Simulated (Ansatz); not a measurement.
Start from Hf in the hcp (Mg type) structure (space group P6_3/mmc, No. 194; a = 3.198 Å, c = 5.049 Å; relaxed with 0.1 eV smearing). Axes: x lies along a and z along c of the hexagonal cell.

Method: r2SCAN (Ansatz, an electronic-structure program), without spin-orbit coupling.

Strains are applied to the cell and any free atomic positions relax.

One change was made to it. Results:

```csv
quantity,base,after
"pressure (mean of the normal stresses, compression positive)",0.0 GPa,-1.6 GPa
energy relative to the base (free energy F),0 meV/atom,+2.8 meV/atom
```

Q: Which of these changes matches the shifts?
A. uniaxial strain ε_xx = +3.00 %
B. uniaxial strain ε_xx = +0.50 %
C. uniaxial strain ε_xx = +2.50 %
D. uniaxial strain ε_xx = +1.50 %
E. uniaxial strain ε_xx = +1.00 %

A: D, uniaxial strain ε_xx = +1.50 %. For comparison, the energy relative to the base in the other runs: uniaxial strain ε_xx = +0.50 % gives +0.3 meV/atom; uniaxial strain ε_xx = +2.50 % gives +7.7 meV/atom; uniaxial strain ε_xx = +3.00 % gives +11 meV/atom; uniaxial strain ε_xx = +1.00 % gives +1.3 meV/atom.

Stability against distortions was not tested. All final runs are without spin polarisation.
